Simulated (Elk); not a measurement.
Worked example: self-consistent single point of InSb (F-43m, 2 atoms in the cell) in Elk.

Method: LDA (PW92), all-electron FP-LAPW, Elk's shipped species files, APW+lo basis with extra local orbitals in Elk.

```
CELL_PARAMETERS angstrom
      0.00000     3.34679     3.34679
      3.34679     0.00000     3.34679
      3.34679     3.34679     0.00000
ATOMIC_POSITIONS crystal
  In 0.00000 0.00000 0.00000
  Sb 0.25000 0.25000 0.25000
```

Reference input (self-consistent single point, DFT, PBE, all-electron FP-LAPW, Elk's shipped species files, APW+lo basis with extra local orbitals): xctype = 20; rgkmax = 7.5; swidth = 0.00367493 Ha; ngridk = 9 9 9; gmaxvr = 14 1/bohr; nxlo = 2; lorbcnd = true; rmtscf = 0.99; lmaxi = 2; maxscl = 100. This run's input differs from it in these lines:

```diff
@@ -2,5 +2,2 @@
   0
-
-xctype
-  20
```

Output (repeated stretches shortened):

```
│ Self-consistent loop started │
│ Loop number : 1 │
 total energy                :     -12361.4125206
│ Loop number : 2 │
 total energy                :     -12361.4028556
RMS change in Kohn-Sham potential (target) :   0.6830782712E-01 (  0.1000000000E-05)
Absolute change in total energy (target)   :   0.9664938967E-02 (  0.1000000000E-03)
│ Loop number : 3 │
 total energy                :     -12361.2506583
RMS change in Kohn-Sham potential (target) :   0.6468603819E-01 (  0.1000000000E-05)
Absolute change in total energy (target)   :   0.1546135556     (  0.1000000000E-03)
│ Loop number : 4 │
   [... lines left out ...]
Absolute change in total energy (target)   :   0.8258323141E-03 (  0.1000000000E-03)
│ Loop number : 13 │
 total energy                :     -12356.2707893
RMS change in Kohn-Sham potential (target) :   0.2117947994E-06 (  0.1000000000E-05)
Absolute change in total energy (target)   :   0.1890244421E-03 (  0.1000000000E-03)
│ Loop number : 14 │
 total energy                :     -12356.2707962
RMS change in Kohn-Sham potential (target) :   0.2332705091E-07 (  0.1000000000E-05)
Absolute change in total energy (target)   :   0.4038062070E-04 (  0.1000000000E-03)
Convergence targets achieved

│ Loop number : 15 │

Energies :
 Fermi                       :     0.114275504389
 total energy                :     -12356.2707975

Density of states at Fermi energy :    3.279151882
 (states/Hartree/unit cell)

Estimated indirect band gap :   0.9649437832E-02
 from k-point      1 to k-point      5
Estimated direct band gap   :   0.2390207199E-01
 at k-point      9

Charges :
 core                        :    66.00000000
 valence                     :    34.00000000
 interstitial                :    3.744951247
 muffin-tins (core leakage)
  species :    1 (In)
   atom    1                 :    47.28857099     (  0.1527012436E-03)
  species :    2 (Sb)
   atom    1                 :    48.96647777     (  0.9201640659E-03)
 total in muffin-tins        :    96.25504875
 total calculated charge     :    99.99596774
 total charge                :    100.0000000
 error                       :   0.4032259143E-02

│ Self-consistent loop stopped │
```

The run converged in 15 iterations. The count includes the last loop, which Elk runs after its targets are met. 

The starting cell comes from a database of computed structures (which also holds hypothetical and non-ambient phases and stackings), without a prior relaxation at this level. Its lattice was rescaled by a random factor within 2.5 % of one. Spin-orbit coupling is off. Values depend on the basis (sphere radii, cutoffs, local orbitals), which need not be converged. The run gives no clean gap (levels at the Fermi energy touch, overlap or are partly filled at this smearing), which alone does not show that the compound is a metal. The log's line on a gap gives a spacing of levels on this mesh, which the program prints for metals too.
